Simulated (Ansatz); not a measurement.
AlO (model structure, started from the beta GaS type, P6₃/mmc, No. 194, 8 atoms in the cell): lattice parameter c by level of theory

No measured value is used here.

### Question
Put these levels in order of the lattice parameter c that they give for AlO (model structure, started from the beta GaS type, P6₃/mmc, No. 194, 8 atoms in the cell), smallest first: LDA (Ansatz, a program for electronic structure), PBE (Ansatz), PBE-D3(BJ) (Ansatz), PBEsol (Ansatz), r²SCAN+rVV10 (Ansatz).

### Answer
LDA (12.520 Å), r²SCAN+rVV10 (12.784 Å), PBE-D3(BJ) (12.918 Å), PBEsol (13.215 Å), PBE (14.495 Å)

Cutoffs differ between the levels. Ansatz's density-functional and Hartree–Fock values are scalar-relativistic unless marked +SOC, with PAW data made under PBE.

A model structure was made by putting elements into a prototype or built by hand; it is no filed structure, need not be a known phase, and can be a saddle point held by its symmetry.
